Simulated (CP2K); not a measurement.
Band structure of TlCl (Pm-3m, 2 atoms in the cell).

```
TlCl
1.0
    3.84000     0.00000     0.00000
    0.00000     3.84000     0.00000
    0.00000     0.00000     3.84000
Tl Cl
1 1
Direct
  0.00000   0.00000   0.00000
  0.50000   0.50000   0.50000
```

Method of the run: PBE, GPW, DZVP-MOLOPT-SR-GTH basis, GTH-PBE potentials (GTH_POTENTIALS) (CP2K 2026.2).

Settings: CUTOFF = 500 Ry; REL_CUTOFF = 40 Ry; SMEAR/METHOD = FERMI_DIRAC; ELECTRONIC_TEMPERATURE = 232.09 K; KPOINTS/SCHEME = MONKHORST-PACK 7 7 7; XC_FUNCTIONAL = PBE; Tl/BASIS_SET = DZVP-MOLOPT-SR-GTH-q13; Tl/POTENTIAL = GTH-PBE-q13; Cl/BASIS_SET = DZVP-MOLOPT-SR-GTH-q7; Cl/POTENTIAL = GTH-PBE-q7; METHOD = GPW; EPS_DEFAULT = 1e-10; EXTRAPOLATION = USE_GUESS; NGRIDS = 5.

The starting cell has typed, rounded lattice constants, without a prior relaxation at this level. Spin-orbit coupling is off. Values carry the incompleteness of an atom-centred basis.

### Question
Predict the gap along the standard path and the places of the band edges.

### Answer
The gap along the path is 2.03 eV, direct at X to within 0.01 eV.

Levels in eV from the top of the valence band on the SCF mesh, bands 7 to 11:
```tsv
point	7	8	9	10	11
Γ	-4.41	-1.33	-1.33	-1.33	8.00
X	-5.27	-0.90	-0.90	0.17	2.21
M	-3.22	-2.80	-2.80	-0.85	5.03
R	-2.01	-1.81	-1.81	-1.81	2.68
```

Higher empty bands are left out: an atom-centred basis made for the valence describes them poorly.
